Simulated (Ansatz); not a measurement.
Consider SnO2 in the rutile structure (space group P4_2/mnm, No. 136; a = 4.7585 Å, c = 3.2001 Å). Axes: x, y, z lie along a, b, c of the conventional cell.

Computed with Ansatz (a first-principles code), r2SCAN, PAW, cutoff 500 eV, spin-orbit coupling left out, earlier PAW set.

For the base:

Band gap: 1.79 eV
Electron mass: 0.20 mₑ along c, 0.23 mₑ across (at Γ)
Gap character: direct at Γ

Now apply this change: uniaxial stress, 1 GPa compression along x, with the cell and atoms free to relax against it.

Task: Estimate the effect on the band gap.

Result: The band gap increases by 0.02 eV (1.79 eV → 1.81 eV).

Task: Predict the new electron mass.

Result: The electron mass changes from 0.20 mₑ along c, 0.23 mₑ across (at Γ) to 0.20 mₑ along z, 0.23 mₑ across (at Γ).

Task: What happens to the strain response?

Result: The strain response (xx, yy, zz) is (−0.78, +0.47, +0.11) %.

Task: Estimate the effect on the gap character.

Result: The gap character stays direct at Γ.

Effective masses come from finite differences of ±0.01 Å⁻¹. Beyond what the load breaks, stability against distortions was not tested. The base started in Pnnm and relaxed to P4_2/mnm at this level. Labels are those of the standard path for the cell's own space group.
